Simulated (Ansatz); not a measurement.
The starting structures come from a database of crystals and need not be the phases stable at ambient conditions.

Inside the gap of an insulator the Bloch states are evanescent, with a wavenumber k + iκ along the transport direction.

Data:

```
CELL_PARAMETERS angstrom
      7.76439     0.00000     0.00000
      1.94332     8.50083     0.00000
      3.87775    -0.88647     3.77963
ATOMIC_POSITIONS crystal
  Bi 0.36571 0.34666 0.61066
  Bi 0.71237 0.65334 0.31126
  Bi 0.86571 0.34666 0.65792
  Bi 0.21237 0.65334 0.26400
  W  0.50633 0.00000 0.99367
  W  0.00633 0.00000 0.99367
  O  0.32794 0.21528 0.25302
  O  0.54322 0.78472 0.87582
  O  0.82794 0.21528 0.09110
  O  0.04322 0.78472 0.03774
  O  0.23919 0.95680 0.51638
  O  0.19599 0.04320 0.04844
  O  0.73919 0.95680 0.00524
  O  0.69599 0.04320 0.55958
  O  0.51017 0.49892 0.72759
  O  0.00909 0.50108 0.75315
  O  0.01017 0.49892 0.25207
  O  0.50909 0.50108 0.22867
```

Space group of this cell: Aea2. The cell is taken as given; by r2SCAN its mean pressure is -0.9 GPa.

Transport runs along the normal of the first two printed cell vectors.

The gap is the functional's own, uncorrected, and κ follows it; spin-orbit coupling is left out. Mid-gap values are interpolated between the computed energies.

Task: Give the band gap and the smallest decay constant κ at mid-gap that r2SCAN (Ansatz, a program for electronic structure) yields.

Result: Gap 2.26 eV on a 8×8×8 mesh; κ = 0.321 1/Å, at (0.000, 0.250) of the in-plane reciprocal vectors. At the zone centre, at the nearest computed energy, the slowest state has κ = 0.32 1/Å.
